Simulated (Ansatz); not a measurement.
Results of LDA in Ansatz (plane waves, PAW) for MgS (model structure, started from the litharge type, P4/nmm, No. 129, 4 atoms in the cell).

Numerical settings: plane-wave cutoff 520 eV, 12×12×14 k mesh (along the axes of the cell as run), Fermi–Dirac smearing 0.05 eV, scalar-relativistic PAW data made under PBE.

The cell is the one relaxed with PBE-D3(BJ). Conventional cell: a = 4.8879 Å, b = 4.8879 Å, c = 4.1445 Å, α = 90.00°, β = 90.00°, γ = 90.00°.

```yaml
crystal:
  lattice:
    - [4.88789, 0.00000, 0.00000]
    - [0.00000, 4.88789, 0.00000]
    - [0.00000, 0.00000, 4.14452]
  atoms:
    - { symbol: Mg, position: [0.50000, 0.00000, 0.07260] }
    - { symbol: Mg, position: [0.00000, 0.50000, 0.92740] }
    - { symbol: S, position: [0.00000, 0.00000, 0.00000] }
    - { symbol: S, position: [0.50000, 0.50000, 0.00000] }
```

### Question
List the 10 lowest band energies at Γ above −25 eV (eV, relative to the valence band maximum), grouping those that round alike.

### Answer
At Γ: -12.32, -10.82, -3.79 (×2), -1.46, -0.90 (×2), 0.00, 1.35, 1.40.

Note: the relaxation could raise the start's symmetry but not lower it, so the cell can be a saddle point; cell and atoms aren't relaxed at this level (largest force component 0.06 eV/Å, pressure -1.0 GPa).

A model structure was made by putting elements into a prototype or built by hand; it is no filed structure, need not be a known phase, and can be a saddle point held by its symmetry.

Ansatz is a quantum-chemistry and plane-wave program.
